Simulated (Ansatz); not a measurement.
**GaP: pressure 3 GPa**

Start from GaP in the zinc blende structure (space group F-43m, No. 216; a = 5.506 Å).

One thing is altered: a hydrostatic pressure of 3 GPa.

Calculations: Ansatz (an electronic-structure program) PBE, scalar-relativistic without spin-orbit coupling. Settings: 10×10×10 k-points, 0.05 eV Fermi–Dirac smearing.

* **Volume per atom**: 20.13 Å³ (base 20.87 Å³)
* **Density**: 4.15 g/cm³ (base 4.01 g/cm³)
* **Lattice parameter a**: 5.440 Å (base 5.506 Å)
* **Shortest interatomic distance**: 2.356 Å (base 2.384 Å)
* **Enthalpy H = E + PV relative to the base's energy**: +0.38 eV/atom
* **Band gap**: 1.58 eV (base 1.58 eV)
* **Gap character**: indirect, Γ → Γ–X (87 % along) (base direct at Γ)
* **Smallest direct gap**: 1.88 eV (base 1.58 eV)
* **Electron mass**: 1.1 mₑ along k, 0.23 mₑ across (off the special points) (base 0.10 mₑ (at Γ))
* **Hole mass (degenerate bands, along [100])**: 0.11, 0.38, 0.38 mₑ (at Γ) (base 0.098, 0.40, 0.40 mₑ (at Γ))
* **Valley order (the lowest conduction-band minima on the path, energy above the VBM, named in the base's zone)**: a point along ⟨100⟩, about 1.0 Å⁻¹ from Γ 1.58 eV; L along ⟨111⟩ 1.69 eV; Γ 1.88 eV (base Γ 1.58 eV; L along ⟨111⟩ 1.58 eV; a point along ⟨100⟩, about 1.0 Å⁻¹ from Γ 1.64 eV)

Final structure:

```
CELL_PARAMETERS angstrom
      0.00000     2.72013     2.72013
      2.72013     0.00000     2.72013
      2.72013     2.72013     0.00000
ATOMIC_POSITIONS crystal
  P  0.75000 0.75000 0.75000
  Ga 0.00000 0.00000 0.00000
```

Cost of the whole job for the changed cell (relaxation, final SCF and bands): very roughly 20 core-seconds.

Load acts through the strain it causes; cell and atoms are relaxed under it. Effective masses come from finite differences of ±0.01 Å⁻¹. Along k means along the line from Γ to the band edge. Stability against distortions was not tested. Tetrahedral semiconductors of this kind turn to denser phases somewhere between about 1 and 50 GPa; those were not computed, so compressed cells here can lie past the real transition. The real GaP has an indirect gap at ambient pressure; PBE orders its close-lying valleys differently.
